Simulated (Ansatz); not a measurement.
**Pressure series in MoSe2**

The reference is MoSe2 in the 2H-MoS2 type structure (space group P6_3/mmc, No. 194; a = 3.2771 Å, c = 12.7318 Å; layered, stacked along the Cartesian z axis).

Cell and atoms are relaxed at each pressure.

Method: Kohn–Sham DFT with the PBE-D3(BJ) functional, run in Ansatz (an electronic-structure program) with PAW and 420 eV plane waves, scalar-relativistic without spin-orbit coupling.

Before the change:

```
Item        Value
--------  -------
Band gap  0.74 eV
```

Question: The aim is a band gap between 0.59 eV and 0.63 eV. Which of these changes reaches it?
A) pressure 15 GPa
B) pressure 2.1 GPa
C) pressure −2 GPa
D) pressure −1 GPa

Answer: B, pressure 2.1 GPa. It gives 0.61 eV; pressure −2 GPa gives 0.98 eV; pressure 15 GPa gives 0.16 eV; pressure −1 GPa gives 0.83 eV. Changes not listed may reach it too

Load acts through the strain it causes; cell and atoms are relaxed under it. Whether these cells are dynamically stable was not tested. Competing high-pressure phases were not computed. A zero or small gap of MoSe2 under pressure 15 GPa can be the functional's error rather than a property of the material.
